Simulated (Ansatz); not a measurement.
# Variants of one calculation on Mo₆NaSe₈ (R-3, 15 atoms in the cell)

```
Na(Mo3Se4)2
1.0
    4.78600     2.76320     3.90533
   -4.78600     2.76320     3.90533
    0.00000    -5.52640     3.90533
Mo Na Se
6 1 8
Direct
  0.41540   0.55920   0.23290
  0.23290   0.41540   0.55920
  0.55920   0.23290   0.41540
  0.58460   0.44080   0.76710
  0.76710   0.58460   0.44080
  0.44080   0.76710   0.58460
  0.00000   0.00000   0.00000
  0.75590   0.37550   0.11870
  0.11870   0.75590   0.37550
  0.37550   0.11870   0.75590
  0.24410   0.62450   0.88130
  0.88130   0.24410   0.62450
  0.62450   0.88130   0.24410
  0.22880   0.22880   0.22880
  0.77120   0.77120   0.77120
```

Base run A: PBEsol, default PAW files made with PBE (Ansatz, an electronic-structure program), self-consistent single point.

Its settings: basis.ecutwfc = 420 eV; kpoints.mp_grid.grid = 4 4 4; hamiltonian.xc = pbesol; hamiltonian.pseudopotentials = {kind: paw} (the program's default PAW files); scf.occupations.method = gaussian; scf.occupations.width = 0.1 eV.

The starting cell comes from a database of published, mostly measured structures (it also holds non-ambient and calculated ones), without a prior relaxation at this level. Spin polarisation is off; with an odd number of electrons in the cell that forces a metal, and a magnetic state may lie lower. In the base run, with a pressure of about -6 GPa the cell is away from its equilibrium volume at this level. In the base run, forces exceed 1 eV/Å. Ansatz's pressure includes its estimate of the finite-basis (Pulay) stress.

ΔF is the free energy per atom less that of run A. 

Run A gave: pressure (GPa) -5.97; largest force (eV/Å) 1.394; k-points 14.

Runs:
- B: scf.occupations.method: gaussian → fermi_dirac; scf.occupations.width: 0.1 eV → 0.3 eV
- C: crystal.symmetry.detect: default → false
- D: kpoints.mp_grid.grid: 4 4 4 → 3 3 3
- E: scf.mixing.preconditioner: default (the program chose LDOS) → kerker; scf.mixing.q_tf: default → 0.2
- F: scf.mixing.algorithm: default (the program chose MSR1) → broyden; scf.mixing.beta: default → 0.9

Task: What does run D change against A?

Result: The free energy goes up by 1.6 meV/atom, the pressure moves little (-5.97 to -5.96 GPa) and the largest force goes from 1.394 to 1.369 eV/Å.

Task: What does run B change against A?

Result: The free energy goes down by 76.0 meV/atom, the pressure goes from -5.97 to -5.38 GPa and the largest force goes from 1.394 to 1.430 eV/Å.

```tsv
run	ΔF (meV/atom)	pressure (GPa)	largest force (eV/Å)	k-points
A	0.00	-5.97	1.394	14
B	-76.0	-5.38	1.430	14
C	0.00	-5.97	1.394	36
D	1.62	-5.96	1.369	6
E	0.00	-5.97	1.394	14
F	0.00	-5.97	1.394	14
```

Keys are those of Ansatz 0.2.
